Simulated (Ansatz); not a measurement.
CsCl-type CoAl, treated with B3LYP (VWN-RPA form) in Ansatz (PAW).

Numerical settings: plane-wave cutoff 460 eV, 10×10×10 k mesh, Fermi–Dirac smearing 0.05 eV, no spin polarisation, scalar-relativistic PAW data made under PBE.

Computed points:

```json
[
 {"V (Å³/atom)": "10.798", "E − E_lowest (meV/atom)": "18.31", "P (GPa)": "10.89"},
 {"V (Å³/atom)": "11.083", "E − E_lowest (meV/atom)": "4.22", "P (GPa)": "5.11"},
 {"V (Å³/atom)": "11.299", "E − E_lowest (meV/atom)": "0.00", "P (GPa)": "1.18"},
 {"V (Å³/atom)": "11.651", "E − E_lowest (meV/atom)": "3.69", "P (GPa)": "-4.41"},
 {"V (Å³/atom)": "11.935", "E − E_lowest (meV/atom)": "15.01", "P (GPa)": "-8.29"}
]
```

Q: What bulk modulus B0 and pressure derivative B′ does a third-order Birch–Murnaghan fit give?

A: V0 = 11.369 Å³/atom, B0 = 189 GPa, B′ = 4.3 (fit to the energies at full precision).

Measured, for comparison: bulk modulus 162 GPa, equilibrium volume per atom 11.71 Å³/atom (room temperature, no zero-point or thermal correction; as tabulated in Yamada et al. (2019), arXiv:1910.09660). Computed (rounded) less measured: bulk modulus +17 %, equilibrium volume per atom -2.9 %.

Note: the run has no spin polarisation, so it can have missed a magnetic state.

The computed numbers hold no vibrational or temperature effects.

The result took very roughly 50 core-minutes.

Ansatz is a quantum-chemistry and plane-wave program.
